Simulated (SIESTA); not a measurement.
Band structure of TiO (C2/m, 10 atoms in the cell).

```yaml
crystal:
  lattice:
    - [4.67000, -2.07100, 0.00000]
    - [4.67000, 2.07100, 0.00000]
    - [-1.76356, 0.00000, 5.58309]
  atoms:
    - { symbol: Ti, position: [0.00000, 0.00000, 0.50000] }
    - { symbol: Ti, position: [0.33600, 0.33600, 0.16400] }
    - { symbol: Ti, position: [0.66400, 0.66400, 0.83600] }
    - { symbol: Ti, position: [0.34000, 0.34000, 0.66660] }
    - { symbol: Ti, position: [0.66000, 0.66000, 0.33340] }
    - { symbol: O, position: [0.18100, 0.18100, 0.32400] }
    - { symbol: O, position: [0.81900, 0.81900, 0.67600] }
    - { symbol: O, position: [0.16500, 0.16500, 0.81900] }
    - { symbol: O, position: [0.83500, 0.83500, 0.18100] }
    - { symbol: O, position: [0.50000, 0.50000, 0.00000] }
```

Method: LDA PW92, numerical atomic orbitals DZP, PseudoDojo LDA standard norm-conserving potentials (rewritten from UPF to PSML) in SIESTA.

Settings: XC.functional = LDA; XC.authors = PW92; potentials = PseudoDojo LDA standard; PAO.BasisSize = DZP; PAO.EnergyShift = 0.005 Ry; MeshCutoff = 400 Ry; kgrid.MonkhorstPack = 4 4 3; OccupationFunction = MP; OccupationMPOrder = 0; ElectronicTemperature = 272 meV; MaxSCFIterations = 150; SCF.Mixer.Method = Pulay; SCF.Mixer.Weight = 0.25; SCF.Mixer.History = 6.

The starting cell comes from a database of published, mostly measured structures (it also holds non-ambient and calculated ones), without a prior relaxation at this level. Spin polarisation is off, so a magnetic state, if there is one, cannot be reached. Values carry the incompleteness of an atom-centred basis.

Levels in eV from the Fermi level, bands 42 to 47:
| point | 42 | 43 | 44 | 45 | 46 | 47 |
|---|---|---|---|---|---|---|
| Γ | -2.29 | -0.51 | -0.49 | -0.23 | -0.20 | 0.12 |
| Y | -2.01 | -2.00 | -1.50 | 0.21 | 0.23 | 0.42 |
| F | -2.18 | -1.12 | -0.52 | -0.17 | -0.03 | 0.07 |
| L | -1.68 | -1.44 | -1.03 | -0.79 | -0.46 | -0.17 |
| I | -1.07 | -0.70 | -0.36 | 0.26 | 0.47 | 1.00 |
| I1 | -1.07 | -0.70 | -0.36 | 0.26 | 0.47 | 1.00 |
| Z | -1.47 | -0.73 | -0.49 | -0.28 | 0.09 | 0.41 |
| F1 | -2.18 | -1.12 | -0.52 | -0.17 | -0.03 | 0.07 |
| X1 | -1.84 | -1.53 | -1.01 | -0.20 | 0.53 | 0.73 |
| X | -1.84 | -1.53 | -1.01 | -0.20 | 0.53 | 0.73 |
| N | -1.07 | -0.73 | -0.44 | 0.57 | 0.76 | 1.05 |
| M | -0.98 | -0.72 | -0.49 | -0.23 | 0.46 | 0.77 |

Bands cross the Fermi level along this path, so the cell is metallic at this level.

Higher empty bands are left out: an atom-centred basis made for the valence describes them poorly.
